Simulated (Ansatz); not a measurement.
Migration barriers: Zn vacancy in zinc-blende ZnSe, charge state -2

Defect: Zn vacancy in zinc-blende ZnSe, charge state -2. These are PBE, PAW (plane waves to 420 eV; Ansatz, an electronic-structure program) values and carry that method's errors.

64-site cell at the relaxed PBE lattice, one k-point at (0.250, 0.250, 0.250), smearing 0.01 eV, spin-restricted, no finite-size correction. Static, classical nuclei. The charge state is imposed; whether it is stable for some Fermi level was not computed. Forms of the defect that were not tried may lie lower.

Barriers: single points on a 2×2×2 k-point mesh shifted by half a step at the bands' geometries.

| Route | Start site over the lowest site run (eV) | Hop (Å) | Forward barrier (eV) | Backward barrier (eV) | Neighbours at the start | Neighbours at the saddle | Saddle order | Forward, on the band's own sampling (eV) |
|---|---|---|---|---|---|---|---|---|
| one Zn atom jumps into the vacancy from a nearby Zn site | 0.00 | 3.90 | 1.28 | 1.28 | Se at 2.42, 2 Se at 2.51, Se at 2.52 Å | Se at 2.35, Se at 2.74, Se at 2.78, Se at 2.84, Se at 2.90 Å | first order | 1.28 |

Paths come from climbing-image nudged elastic band runs.  

The whole set of runs took roughly 6 core-hours.
